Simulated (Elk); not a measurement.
```yaml
crystal:
  lattice:
    - [3.70213, 0.00000, 0.00000]
    - [0.00000, 3.70213, 0.00000]
    - [0.00000, 0.00000, 3.70213]
  atoms:
    - { symbol: Cu, position: [0.00000, 0.00000, 0.00000] }
    - { symbol: Ni, position: [0.00000, 0.50000, 0.50000], spin: 2.0 }
    - { symbol: Ni, position: [0.50000, 0.00000, 0.50000], spin: 2.0 }
    - { symbol: Ni, position: [0.50000, 0.50000, 0.00000], spin: 2.0 }
    - { symbol: N, position: [0.50000, 0.50000, 0.50000] }
```
(The spins are starting values, not results.)

Computed with PBEsol, all-electron FP-LAPW, Elk's shipped species files, APW+lo basis with extra local orbitals (Elk 10.2.4).

The set-up and first iterations of an Elk log for CuNi₃N (Pm-3m, 5 atoms in the cell):

```
│ Elk code version 10.2.4 │

All units are atomic (Hartree, Bohr, etc.)

│ Ground-state run starting from atomic densities │

Lattice vectors :
   6.996011779       0.000000000       0.000000000
   0.000000000       6.996011779       0.000000000
   0.000000000       0.000000000       6.996011779

Unit cell volume      :    342.4140655
Brillouin zone volume :   0.7244159585

Muffin-tin inner radius fraction :   0.1000000000E-01

Nuclei treated as point charges

Species :    1 (Cu)
 parameters loaded from : Cu.in
 name : copper
 nuclear charge    :   -29.00000000
 electronic charge :    29.00000000
 atomic mass :    115837.2717
 muffin-tin radius :    2.400000000
 number of radial points in muffin-tin :    497
 atomic positions (lattice), magnetic fields (Cartesian) :
   1 :   0.00000000  0.00000000  0.00000000    0.00000000  0.00000000  0.00000000

Species :    2 (Ni)
 parameters loaded from : Ni.in
 name : nickel
   [... lines left out ...]
 using average radius
Maximum |G+k| for APW functions       :    4.086392863
Maximum (1/2)|G+k|²                   :    8.349303317
Maximum |G| for potential and density :    16.00000000
 potential will be trimmed for |G| > 2 gkmax
Constant for pseudocharge density :   10
Radial integration step length :    4

G-vector grid sizes :     36    36    36
Number of G-vectors :    23703

Maximum angular momentum used for
 APW functions                      :    8
 outer part of muffin-tin           :    6
 inner part of muffin-tin           :    2

Total nuclear charge    :   -120.0000000
Total core charge       :    50.00000000
Total valence charge    :    70.00000000
Total excess charge     :    0.000000000
Total electronic charge :    120.0000000

Effective Wigner radius, rₛ :   0.8798877004

Number of empty states         :   40
Total number of valence states :  150
Total number of core states    :   50

Conduction state local-orbitals added automatically
Total number of local-orbitals :  394

Exchange-correlation functional :     22     0     0
 PBEsol, Phys. Rev. Lett. 100, 136406 (2008)
 gradient requirement :    1
 generalised gradient approximation (GGA)

Smearing type :    3
 Fermi-Dirac
Smearing width :   0.3674930000E-02
Effective electronic temperature (K) :    1160.451112

Mixing type :    3
 Broyden mixing, J. Phys. A: Math. Gen. 17, L317 (1984)

Kohn-Sham potential initialised from atomic data
│ Self-consistent loop started │
│ Loop number : 1 │
 total energy                :     -6259.31206213
 total moment                :    2.118314056
│ Loop number : 2 │
 total energy                :     -6262.40259217
 total moment                :    2.139709205
RMS change in Kohn-Sham potential (target) :    2.882692468     (  0.1000000000E-05)
Absolute change in total energy (target)   :    3.090530038     (  0.1000000000E-03)
│ Loop number : 3 │
 total energy                :     -6259.39027710
 total moment                :    2.130687652
RMS change in Kohn-Sham potential (target) :    2.995348413     (  0.1000000000E-05)
Absolute change in total energy (target)   :    2.239682567     (  0.1000000000E-03)
│ Loop number : 4 │
 total energy                :     -6259.88975359
 total moment                :    2.221395034
RMS change in Kohn-Sham potential (target) :    2.907985016     (  0.1000000000E-05)
Absolute change in total energy (target)   :   0.6044414921E-01 (  0.1000000000E-03)
│ Loop number : 5 │
 total energy                :     -6261.04002443
 total moment                :    3.365831990
RMS change in Kohn-Sham potential (target) :    2.506224471     (  0.1000000000E-05)
Absolute change in total energy (target)   :    1.135159801     (  0.1000000000E-03)
│ Loop number : 6 │
 total energy                :     -6248.61528308
 total moment                :    2.934018198
RMS change in Kohn-Sham potential (target) :    1.337506754     (  0.1000000000E-05)
   [... lines left out ...]
```

Q: How does the run end?

A: The run converged in 33 iterations. Convergence of the loop says nothing yet on basis, mesh or lower states. It ends on: free energy E − TS -170536.0342 eV; Fermi level (on the code's own zero) 9.02 eV; size of the cell's spin moment 0.00 μB. The log goes on:

```
 total moment                :  -0.6461668904E-01
RMS change in Kohn-Sham potential (target) :   0.1075303492E-03 (  0.1000000000E-05)
   [... lines left out ...]
Absolute change in total energy (target)   :   0.7675463257E-04 (  0.1000000000E-03)
│ Loop number : 31 │
 total energy                :     -6267.08376738
 total moment                :   0.3584788015E-03
RMS change in Kohn-Sham potential (target) :   0.1299693591E-05 (  0.1000000000E-05)
Absolute change in total energy (target)   :   0.6349790965E-04 (  0.1000000000E-03)
│ Loop number : 32 │
 total energy                :     -6267.08366319
 total moment                :  -0.1404128298E-04
RMS change in Kohn-Sham potential (target) :   0.5443729811E-06 (  0.1000000000E-05)
Absolute change in total energy (target)   :   0.8831527521E-04 (  0.1000000000E-03)
Convergence targets achieved

│ Loop number : 33 │

Energies :
 Fermi                       :     0.331310702828
 xc effective B-field        :    -0.503135782884E-10
 external B-field            :      0.00000000000
 total energy                :     -6267.08366174
 (external B-field energy excluded from total)

Density of states at Fermi energy :    132.2788647
 (states/Hartree/unit cell)

Estimated indirect band gap :   0.3534634081E-03
 from k-point     19 to k-point     14
Estimated direct band gap   :   0.6639843199E-02
 at k-point     15

Charges :
 core                        :    50.00000000
 valence                     :    70.00000000
 interstitial                :    7.121815883
 muffin-tins (core leakage)
  species :    1 (Cu)
   atom    1                 :    28.24158300     (  0.1631604378E-03)
  species :    2 (Ni)
   atom    1                 :    26.34511136     (  0.2798294987E-02)
   [... lines left out ...]

Moments :
 interstitial                :  -0.5003560190E-05
 muffin-tins
  species :    1 (Cu)
   atom    1                 :   0.2507992169E-05
  species :    2 (Ni)
   atom    1                 :  -0.2455062969E-04
   atom    2                 :  -0.2455062969E-04
   atom    3                 :  -0.2455062969E-04
  species :    3 (N)
   atom    1                 :  -0.6424759337E-05
 total in muffin-tins        :  -0.7756865623E-04
 total moment                :  -0.8257221642E-04

│ Self-consistent loop stopped │
```

The starting cell comes from a database of computed structures (which also holds hypothetical and non-ambient phases and stackings), without a prior relaxation at this level. The starting moments vanished: the run ended non-magnetic, which need not be the lowest state. Values depend on the basis (sphere radii, cutoffs, local orbitals), which need not be converged. The log's line on a gap gives a spacing of levels on this mesh, which the program prints for metals too.

The run was DFT, PBEsol, all-electron FP-LAPW, Elk's shipped species files, APW+lo basis with extra local orbitals. Main settings of its input:

| setting | value |
|---|---|
| xctype | 22 |
| spinpol | true |
| rgkmax | 8 |
| stype | 3 |
| swidth | 0.00367493 Ha |
| ngridk | 9 9 9 |
| reducebf | 0.5 |
| gmaxvr | 16 1/bohr |
| nxlo | 2 |
| lorbcnd | true |
| lmaxi | 2 |
| nempty | 8 per atom |
